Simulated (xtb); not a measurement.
xtb 6.7.1, GFN2-xTB: Mn(SH)(amdMe)(tmeda) (CC1[N](C)[Mn]2([SH])(<-[N]=1C)<-[N](C)(C)CC[N]->2(C)C), charge 0, multiplicity 6, 42 atoms. The geometry is a generated start, not checked to be a minimum at this level.

```json
{
 "run_flags": "--grad",
 "method": "GFN2-xTB",
 "--acc": "1 (default)",
 "--etemp (K)": "300 (default)",
 "basis_functions": "102",
 "valence_electrons": "99"
}
```

Charge 0 and multiplicity 6 are set for this test and not shown to be the ground state. GFN-xTB has no spin term: --uhf 5 sets the occupations alone.

One run each on 1 thread. Values of broydamp tried: 0.02, 0.05, 0.1, 0.2, 0.4 (default), 0.6, 0.8, 1.

### Question
How does the count of SCC iterations change with broydamp, and where is it least?

### Answer
Fewest SCC iterations, within one of each other: 0.6 with 16, 0.8 with 17. The count rises to 29 at 0.02. All converge to one solution.

```json
[
 {"broydamp": "0.02", "SCC iterations": "29", "end": "same solution"},
 {"broydamp": "0.05", "SCC iterations": "24", "end": "same solution"},
 {"broydamp": "0.1", "SCC iterations": "19", "end": "same solution"},
 {"broydamp": "0.2", "SCC iterations": "18", "end": "same solution"},
 {"broydamp": "0.4 (default)", "SCC iterations": "19", "end": "same solution"},
 {"broydamp": "0.6", "SCC iterations": "16", "end": "same solution"},
 {"broydamp": "0.8", "SCC iterations": "17", "end": "same solution"},
 {"broydamp": "1", "SCC iterations": "20", "end": "same solution"}
]
```
